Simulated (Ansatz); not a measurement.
A constructed model of the (100) surface of fcc Cu, c(2x2) layer of Te, one a cell, on the site that continues the host's stacking (bottom of the slab: a bare face, its two planes held)

Calculation: PBE (plane waves to 420 eV, PAW; Ansatz, an electronic-structure program).

Slab: 13 atoms, 11.2 Å thick at the start; k 10x10x1, smearing 0.1 eV, dipole-corrected; 4 atoms held, the rest relaxed; symmetry of the start imposed; no spin, no spin-orbit, no U. It is one candidate, not shown to be the stable structure of the face.

- work function of the top face: 4.43 eV
- energy released by relaxation: 0.15 eV
- cost: roughly 11 core-minutes
